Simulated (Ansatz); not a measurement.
Hexagonal WC, treated with LDA (Ansatz, a quantum-chemistry and plane-wave program, PAW).

Run with plane-wave cutoff 520 eV, 24×24×22 k mesh (along the axes of the cell as run), Fermi–Dirac smearing 0.054 eV (set by the program), no spin polarisation, scalar-relativistic PAW data made under PBE.

Cell (measured lattice):

```cif
data_CW
_chemical_formula_sum 'W1 C1'
_space_group_name_H-M_alt 'P-6m2'
_space_group_IT_number 187
_space_group_name_Hall 'P -6 2'
_cell_length_a 2.90650
_cell_length_b 2.90650
_cell_length_c 2.83660
_cell_angle_alpha 90.000
_cell_angle_beta 90.000
_cell_angle_gamma 120.000
loop_
_atom_site_label
_atom_site_type_symbol
_atom_site_symmetry_multiplicity
_atom_site_Wyckoff_symbol
_atom_site_fract_x
_atom_site_fract_y
_atom_site_fract_z
_atom_site_occupancy
W1 W 1 a 0.00000 0.00000 0.00000 1
C1 C 1 f 0.66667 0.33333 0.50000 1
```

Problem. Predict the Poisson ratio, polycrystal shear modulus (Hill average), elastic constant C12, elastic constant C11, elastic constant C13, elastic constant C33, elastic constant C44 and elastic constant C66.

Solution. 
- Poisson ratio = 0.199
- polycrystal shear modulus (Hill average) = 288 GPa
- elastic constant C12 = 218 GPa
- elastic constant C11 = 704 GPa
- elastic constant C13 = 167 GPa
- elastic constant C33 = 938 GPa
- elastic constant C44 = 307 GPa
- elastic constant C66 = 243 GPa

Note: the cell isn't this level's own, so it is under some stress, which shifts stiffness and frequencies.

Elastic constants are with the ions relaxed.

Spin–orbit coupling is not included.
